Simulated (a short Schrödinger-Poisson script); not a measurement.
Solved with a short Schrödinger-Poisson script written for these runs: one-band effective-mass equation with BenDaniel-Duke matching, electrons, heavy and light holes apart, hard walls at the outer ends, one valence edge for both holes (no strain splitting), no charge, excitons, band mixing or non-parabolicity; under a field the levels are quasi-bound states of a box, listed while three quarters of their weight lies within 4 nm of the wells.

System: single In0.1Ga0.9As/GaAs quantum well.

From the first side: 20 nm GaAs; 5 nm In0.1Ga0.9As; 20 nm GaAs.

Constants are typed, rounded textbook-type inputs, not results; the design itself was drawn at random and stands for no fabricated device. In0.1Ga0.9As: direct gap (eV) 1.324, conduction-band edge (eV) 0, electron mass (mₑ) 0.063, heavy-hole mass 0.37, light-hole mass 0.08. GaAs: direct gap (eV) 1.424, conduction-band edge (eV) 0.065, electron mass (mₑ) 0.067, heavy-hole mass 0.377, light-hole mass 0.09.

The valence-band edge of each layer lies one gap below its conduction-band edge. The electron's potential energy rises along the stack by the applied field. Mesh 0.03 nm at interfaces.

Give the e1 above the well's band edge (meV); the shift of e1-hh1 at 14.2 kV/cm (meV); the e1-hh1 transition at zero applied field (eV).

e1 above the well's band edge (meV): 40.5; shift of e1-hh1 at 14.2 kV/cm (meV): -1.1; e1-hh1 transition at zero applied field (eV): 1.378. Excitons are left out, and strain enters only through the typed gaps and offsets, so measured lines lie elsewhere.
